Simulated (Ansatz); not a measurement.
Zr under a change: pressure 30 GPa

The parent structure is Zr in the hcp (Mg type) structure (space group P6_3/mmc, No. 194; a = 3.231 Å, c = 5.173 Å).

It is then changed as follows: a hydrostatic pressure of 30 GPa.

Method: PBE (Ansatz, a first-principles code, PAW, no spin-orbit coupling). Settings: 17×17×9 k-points, 0.05 eV Fermi–Dirac smearing.

| quantity | base | changed | shift |
|---|---|---|---|
| density | 6.48 g/cm³ | 8.14 g/cm³ | +1.667 g/cm³ |
| lattice parameter a | 3.231 Å | 2.952 Å | -0.2797 Å |
| c/a ratio | 1.601 | 1.671 | +0.070 |
| shortest interatomic distance | 3.189 Å | 2.952 Å | -0.2376 Å |
| enthalpy H = E + PV relative to the base's energy | – | +3.87 eV/atom | – |
| band gap | zero | zero | – |

Load acts through the strain it causes; cell and atoms are relaxed under it. No phonon test of stability was made. The final runs are not spin-polarised. Measured, Zr leaves this structure (for the ω phase) near 3 GPa (temperature not stated; as listed in C. Cazorla, D. Alfè, M. J. Gillan, Physical Review B (2008)).
